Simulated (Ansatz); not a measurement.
Results of PBEsol (PAW; Ansatz, a program for electronic structure) for TaO2 (model structure, started from the CdCl2 type, R-3m, No. 166, 3 atoms in the cell).

Input file:

Ansatz 0.2 input:
```yaml
crystal:
  lattice:
    - [1.5157288367, 0.8751064519, 5.0760090146]
    - [-1.5157288367, 0.8751064519, 5.0760090146]
    - [0.0, -1.7502129038, 5.0760090146]
  atoms:
    - { symbol: Ta, position: [0.0, 0.0, 0.0] }
    - { symbol: O, position: [0.2595367538, 0.2595367538, 0.2595367538] }
    - { symbol: O, position: [0.7404632462, 0.7404632462, 0.7404632462] }
basis:
  ecutwfc: 520
  ecutrho_ratio: 4
  xc_grid: 2
kpoints:
  mp_grid: { grid: [22, 22, 22] }
hamiltonian:
  xc: pbesol
  dispersion: none
  pseudopotentials: { kind: paw }
scf:
  occupations: { method: fermi_dirac, width: 0.05 }
output:
  forces: true
  stress: true
  eigenvalues: true
relax:
  f_tol: 0.004
  escape_saddle: false
  max_steps: 80
  cell: { stress_tol: 0.02, fix: [volume] }
```

From the output:

```
Relaxation: its limit of steps is 80 (relax.max_steps)
Crystal: 3 atoms, lattice volume = 40.398 Å³
Basis set: ecut = 520 eV, 1093 PW (Γ), FFT grids on a1−a3, a2−a3, a3, exchange–correlation on 48×48×80 points (8 copies of the dense FFT grid, shifted against one another)
Bands: 17, of which v1, the nominal top of the filled ones, is band 13 counted from 1 (12 counted from 0)
Symmetry: 12 space group operations
Space group: R-3m (ITA 166), of the structure as read, at distance tolerance 3.4e-5 Å
k-points: 1024 of 10648
Functional: x = pbesol(κ = 0.804, μ = 0.12345679012345678), c = pbesol(β = 0.046)
SCF iter   1: F=—  HF=-10930.234795 eV  |F-HF|=—  |Δ(HF+E_count)|=         —  Δρ=2.15e-2  dr2=1.66e-1
SCF iter   2: F=—  HF=-10930.205279 eV  |F-HF|=—  |Δ(HF+E_count)|=   2.95e-2  Δρ=9.68e-3  dr2=1.91e-2
  ...
SCF 1 converged in 7 iterations: F = -10930.199045 eV  dr2 = 9.41e-10
Crystal: 3 atoms, lattice volume = 40.398 Å³
Basis set: ecut = 520 eV, 1105 PW (Γ), FFT grids on a1−a3, a2−a3, a3, exchange–correlation on 48×48×80 points (8 copies of the dense FFT grid, shifted against one another)
Initial density: handed on by an earlier stage of this run
SCF 2 converged in 5 iterations: F = -10930.209364 eV  dr2 = 7.54e-8
Crystal: 3 atoms, lattice volume = 40.398 Å³
SCF 3 converged in 4 iterations: F = -10930.209455 eV  dr2 = 6.75e-8
Crystal: 3 atoms, lattice volume = 40.398 Å³
SCF 4 converged in 4 iterations: F = -10930.209457 eV  dr2 = 6.82e-10
Crystal: 3 atoms, lattice volume = 40.398 Å³
Basis set: ecut = 520 eV, 1105 PW (Γ), FFT grids on a1−a3, a2−a3, a3, exchange–correlation on 48×48×90 points (8 copies of the dense FFT grid, shifted against one another)
SCF iter   4: F=—  HF=-10930.209456 eV  |F-HF|=—  |Δ(HF+E_count)|=  1.20e-10  Δρ=2.84e-7  dr2=2.88e-11
SCF iter   5: F=-10930.209456 eV  HF=-10930.209456 eV  |F-HF|=7.28e-12  |Δ(HF+E_count)|=  1.82e-12  Δρ=7.65e-8  dr2=2.29e-12
SCF 5 converged in 5 iterations: F = -10930.209456 eV  dr2 = 2.29e-12
SCF converged after 5 iterations
Free energy (F): -10930.209456 eV
Internal energy: -10930.193181 eV  (E = F + TS)
E sigma→0 (E₀):  -10930.201318 eV
Fermi energy:    11.073903 eV
--- Forces (eV/Å), atoms counted from 1 ---
  atom   1  Ta    -0.00000000     0.00000000    -0.00000000
  atom   2  O     -0.00000000    -0.00000000     0.00000772
  atom   3  O      0.00000000     0.00000000    -0.00000772
--- Stress (GPa, compression-positive) ---
       -0.120504      -0.000000      -0.000000
        0.000000      -0.120504       0.000000
       -0.000000       0.000000      -0.122139
  P = ⅓ Tr σ = -0.1210 GPa (-1.210 kbar)
```

The cell is one volume of an energy–volume scan, off the minimum.

The PAW data were made under PBE.

Note: the relaxation could raise the start's symmetry but not lower it, so the cell can be a saddle point. Note: the cell has widely spaced layers and the level no dispersion term, so their spacing and the moduli can rest on weak binding.

A model structure was made by putting elements into a prototype or built by hand; it is no filed structure, need not be a known phase, and can be a saddle point held by its symmetry.
